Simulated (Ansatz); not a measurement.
WC (model structure, started from the CrB type, Cmcm, No. 63, 4 atoms in the cell)

Calculation: PBEsol in Ansatz (plane waves, PAW).

Run with plane-wave cutoff 500 eV, 14×14×12 k mesh (along the axes of the cell as run), Fermi–Dirac smearing 0.05 eV, no spin polarisation, scalar-relativistic PAW data made under PBE.

Cell (relaxed at this level):

```cif
data_C4W4
_chemical_formula_sum 'C4 W4'
_space_group_name_H-M_alt 'Cmcm'
_space_group_IT_number 63
_space_group_name_Hall '-C 2c 2'
_cell_length_a 2.79056
_cell_length_b 7.72130
_cell_length_c 3.78274
_cell_angle_alpha 90.000
_cell_angle_beta 90.000
_cell_angle_gamma 90.000
loop_
_space_group_symop_operation_xyz
  'x, y, z'
  '-x, -y, -z'
  '-x, -y, z+1/2'
  'x, y, -z+1/2'
  'x, -y, -z'
  '-x, y, z'
  '-x, y, -z+1/2'
  'x, -y, z+1/2'
  'x+1/2, y+1/2, z'
  '-x+1/2, -y+1/2, -z'
  '-x+1/2, -y+1/2, z+1/2'
  'x+1/2, y+1/2, -z+1/2'
  'x+1/2, -y+1/2, -z'
  '-x+1/2, y+1/2, z'
  '-x+1/2, y+1/2, -z+1/2'
  'x+1/2, -y+1/2, z+1/2'
loop_
_atom_site_label
_atom_site_type_symbol
_atom_site_symmetry_multiplicity
_atom_site_Wyckoff_symbol
_atom_site_fract_x
_atom_site_fract_y
_atom_site_fract_z
_atom_site_occupancy
C1 C 4 c 0.00000 0.39955 0.25000 1
W1 W 4 c 0.00000 0.11947 0.25000 1
```
(The calculation used a cell of 4 atoms; values per cell refer to that cell.)

- band gap = none

Note: the relaxation could raise the start's symmetry but not lower it, so the cell can be a saddle point.

Spin–orbit coupling is not included.

It cost very roughly 4 core-minutes of CPU time.

A model structure was made by putting elements into a prototype or built by hand; it is no filed structure, need not be a known phase, and can be a saddle point held by its symmetry.

Ansatz is a quantum-chemistry and plane-wave program.
